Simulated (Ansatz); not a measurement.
The starting structures come from a database of crystals and need not be the phases stable at ambient conditions.

 Where the default PAW files enter, the runs use the earlier of Ansatz's two default sets.

## Evanescent states of Ca₄As₂O (I4/mmm, not sure to be the ambient phase, 7 atoms a cell, 22.7 Å³ an atom) along the normal of (001)

Method: r2SCAN (plane waves, PAW; Ansatz, a quantum-chemistry and plane-wave program).

No gap correction and no spin-orbit coupling; mid-gap values are interpolated between computed energies.

Energies count from the valence-band top; κ is the least over a 8×8 mesh across the current.

```csv
E (eV),κ (1/Å),where
0.04,0.046,Γ
0.14,0.079,Γ
0.23,0.099,Γ
0.32,0.115,Γ
0.41,0.128,Γ
0.49,0.138,Γ
0.58,0.147,Γ
0.68,0.154,Γ
0.77,0.160,Γ
0.85,0.165,Γ
0.94,0.170,Γ
1.03,0.173,Γ
1.12,0.176,Γ
1.22,0.178,Γ
1.30,0.179,Γ
1.40,0.180,Γ
1.49,0.162,Γ
1.57,0.050,Γ
```

Question: How thick must the barrier be to attenuate the transmission by 10^6 when the electrodes' Fermi level lies at 1.12 eV, and what attenuation does that film give at 1.30 eV?

Answer: d = 6 ln 10 / (2 × 0.176) = 39.2 Å. At 1.30 eV it gives 6 × 0.179/0.176 = 6.1 decades.
